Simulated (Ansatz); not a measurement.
System: O vacancy in monoclinic ZrO2 strained by +1.5 % along x and y, z held (charge state +2). Method: PBE, PAW (plane waves to 420 eV; Ansatz, a program for electronic structure).

Settings: 96 host sites, the strained lattice (strain from the relaxed PBE one, atoms relaxed), the Γ point alone, smearing 0.01 eV, spin-restricted, no image-charge correction. Energies are static. The charge state is imposed; whether it is stable for some Fermi level was not computed. Forms of the defect that were not tried may lie lower.

Barriers: single points on a 2×2×2 k-point mesh shifted by half a step at the bands' geometries.

The step: a nearby O atom hops onto the vacant site. Atoms about the jump, Cartesian Å from the middle of the jump, before and after:

```json
[
 {"atom": "O1", "x0": "-0.20", "y0": "0.32", "z0": "1.21", "x1": "0.20", "y1": "-0.32", "z1": "-1.21"},
 {"atom": "Zr2", "x0": "1.07", "y0": "-1.25", "z0": "0.65", "x1": "1.19", "y1": "-1.34", "z1": "0.38"},
 {"atom": "Zr3", "x0": "-1.92", "y0": "1.50", "z0": "0.94", "x1": "-2.17", "y1": "1.63", "z1": "0.88"},
 {"atom": "Zr4", "x0": "1.65", "y0": "1.22", "z0": "-2.27", "x1": "1.50", "y1": "1.04", "z1": "-2.14"},
 {"atom": "O5", "x0": "-0.68", "y0": "-2.20", "z0": "0.05", "x1": "-0.68", "y1": "-2.21", "z1": "0.27"},
 {"atom": "O6", "x0": "-2.65", "y0": "-0.06", "z0": "-0.48", "x1": "-2.65", "y1": "0.04", "z1": "-0.44"},
 {"atom": "O7", "x0": "2.22", "y0": "-0.05", "z0": "-0.62", "x1": "2.69", "y1": "-0.04", "z1": "-0.50"},
 {"atom": "O8", "x0": "-0.69", "y0": "3.02", "z0": "0.21", "x1": "-0.71", "y1": "2.92", "z1": "0.16"},
 {"atom": "Zr9", "x0": "-1.71", "y0": "-1.74", "z0": "-1.77", "x1": "-1.47", "y1": "-1.59", "z1": "-1.69"},
 {"atom": "O10", "x0": "-0.22", "y0": "2.10", "z0": "-2.38", "x1": "-0.21", "y1": "2.24", "z1": "-2.52"},
 {"atom": "O11", "x0": "2.18", "y0": "-0.11", "z0": "2.18", "x1": "1.76", "y1": "-0.06", "z1": "2.03"}
]
```

Q: Give the saddle-point geometry and the barrier.

A: 
```
atom      x      y      z
----  -----  -----  -----
O1    -0.08   0.29  -0.20
Zr2    1.11  -1.25   0.48
Zr3   -1.86   1.49   0.72
Zr4    1.54   1.18  -2.11
O5    -0.69  -2.31   0.13
O6    -2.75  -0.06  -0.48
O7     2.58  -0.05  -0.54
O8    -0.69   3.07   0.16
Zr9   -1.64  -1.68  -1.70
O10   -0.20   2.26  -2.49
O11    1.91  -0.08   2.14
```
It lies 0.85 eV above the start and 0.85 eV above the end. The saddle point's order was not checked.
